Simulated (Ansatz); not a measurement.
Reference: Ti₂AlN (P6_3/mmc), PBEsol, DFPT electron-phonon coupling, linearised Boltzmann equation (plane waves, PAW, scalar-relativistic; Ansatz, a first-principles code); geometry: relaxed with this functional, without spin-orbit coupling.

AlTi₂N has the hexagonal space group P6₃/mmc (No. 194), Pearson symbol hP8. Conventional cell: a = b = 2.963 Å, c = 13.534 Å, α = β = 90.00°, γ = 120.00°. Ti on 4f sees 3 N at 2.062 Å and 3 Al at 2.813 Å and 9 Ti at 2.867–2.963 Å. Al on 2d has 6 Ti at 2.813 Å. N on 2a sees 6 Ti at 2.062 Å (octahedral). (Neighbours: up to the widest gap in distance over summed covalent radii, below 1.35, at either atom; cation-cation and far metal-metal contacts left out.)

| Quantity | Result |
|---|---|
| resistivity at 300 K | 18.2 μΩ·cm |
| electron-phonon coupling λ | 0.27 |
| logarithmic mean phonon energy | 35 meV |

Question: Replace Al by In on the same sites and relax. What happens?

Answer: Ti2InN (P6_3/mmc): volume per atom 12.9 to 14.0 Å³; resistivity at 300 K rises (18.2 μΩ·cm to 32 μΩ·cm); electron-phonon coupling λ rises (0.27 to 0.42); logarithmic mean phonon energy falls (35 meV to 26 meV).

Moves up to 5 % count as about the same. Metals; harmonic phonons alone scatter; means over directions. Halving the electron mesh moves these values by up to 4 %; q meshes are mostly untested. Spin-orbit coupling is left out.

Computed structure with no diffraction record at hand here (it may be known, metastable or hypothetical): Ti2AlN (P6_3/mmc), Ti2InN (P6_3/mmc).
